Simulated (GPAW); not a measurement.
Worked example: self-consistent single point of Ru (P6_3/mmc, 2 atoms in the cell) in GPAW.

Method of the run: PBE, GPAW PAW datasets PBE (gpaw-data 1.0.1) (plane waves; GPAW).

The change in words: lattice scaled by 0.98. Reference geometry:
```xyz
2
Lattice="2.7558 0.0000 0.0000 -1.3779 2.3866 0.0000 0.0000 0.0000 4.3436" Properties=species:S:1:pos:R:3 pbc="T T T"
Ru     0.0000     1.5910     1.0859
Ru     1.3779     0.7955     3.2577
```

Reference input (self-consistent single point, DFT PBE, plane waves, GPAW PAW datasets PBE (gpaw-data 1.0.1)): mode = pw; ecut = 600 eV; xc = PBE; kpts = 18 18 10; mesh shift (steps) = 0 0 0; occupations.name = methfessel-paxton; occupations.width = 0.1 eV; occupations.order = 0; nbands = -10; convergence.density = 1e-05 e/electron; convergence.energy = 1e-05 eV/electron; symmetry.symmorphic = false. This run's input differs from it in these lines:

```diff
@@ -5,7 +5,7 @@
 atoms = Atoms(['Ru', 'Ru'],
-              cell=[[2.755759, 0.000000, 0.000000],
-                    [-1.377879, 2.386557, 0.000000],
-                    [0.000000, 0.000000, 4.343645]],
-              positions=[[-0.000001, 1.591039, 1.085911],
-                         [1.377881, 0.795518, 3.257734]],
+              cell=[[2.700644, 0.000000, 0.000000],
+                    [-1.350321, 2.338826, 0.000000],
+                    [0.000000, 0.000000, 4.256772]],
+              positions=[[-0.000001, 1.559218, 1.064193],
+                         [1.350324, 0.779608, 3.192579]],
               pbc=True)
```

Log, with long lists cut:

```
     iter     time        total  log10-change:
                         energy   eigst   dens
iter:   1 --:--:--   -20.489366
iter:   2 --:--:--   -20.200647   -1.76  -1.30
iter:   3 --:--:--   -19.335092   -1.03  -1.33
iter:   4 --:--:--   -19.062388   -2.84  -1.68
iter:   5 --:--:--   -18.936745   -2.09  -1.89
iter:   6 --:--:--   -18.924369   -3.86  -2.44
iter:   7 --:--:--   -18.923667   -4.97  -3.00
iter:   8 --:--:--   -18.923497   -5.19  -3.24
iter:   9 --:--:--   -18.923499c  -7.78c -4.00
iter:  10 --:--:--   -18.923488c  -6.53  -3.96
iter:  11 --:--:--   -18.923489c  -7.37  -4.26
iter:  12 --:--:--   -18.923489c  -8.58c -4.84
iter:  13 --:--:--   -18.923489c  -8.45c -5.03c
Converged after 13 iterations.

Dipole moment: (0.000000, -0.000000, 0.000000) |e|*Ang

Energy contributions relative to reference atoms: (reference = -246490.249966)

Kinetic:         -3.007934
Potential:       -3.934059
External:        +0.000000
XC:             -11.619310
Entropy (-ST):   -0.009046
Local:           -0.357664
SIC:             +0.000000
--------------------------
Free energy:    -18.928012
Extrapolated:   -18.923489

Showing only first 2 kpts
 Kpt  Band  Eigenvalues  Occupancy
  0    14     11.68954    2.00000
  0    15     12.18143    2.00000
  0    16     12.18146    2.00000
  0    17     14.80544    0.00000

  1    14     11.62028    2.00000
  1    15     12.34456    2.00000
  1    16     12.34458    2.00000
  1    17     14.61061    0.00000

Fermi level: 13.60914

No gap
No difference between direct/indirect transitions
Energy (eV): -18.923489

Forces in eV/Ang:
  0 Ru   -0.00000   -0.00000    0.00000
  1 Ru   -0.00000    0.00000   -0.00000

Stress tensor:
    -0.039551     0.000000     0.000000
     0.000000    -0.039551    -0.000000
     0.000000    -0.000000    -0.048778
Stress (GPa, Voigt): [-6.3367 -6.3367 -7.815  -0.      0.      0.    ]
```

The run converged in 13 iterations. GPAW prints stress with tension positive. Against the reference run the free energy falls by 12.5 meV/atom and the pressure goes from -11.13 to 6.83 GPa.

The starting cell comes from a database of computed structures (which also holds hypothetical and non-ambient phases and stackings), without a prior relaxation at this level. Its lattice was rescaled by a random factor within 2.5 % of one. For this run, on top of that: lattice scaled by 0.98. Spin polarisation is off. With a pressure of about 7 GPa the cell is away from its equilibrium volume at this level.

Cost on one core of a shared machine: roughly 3 min.
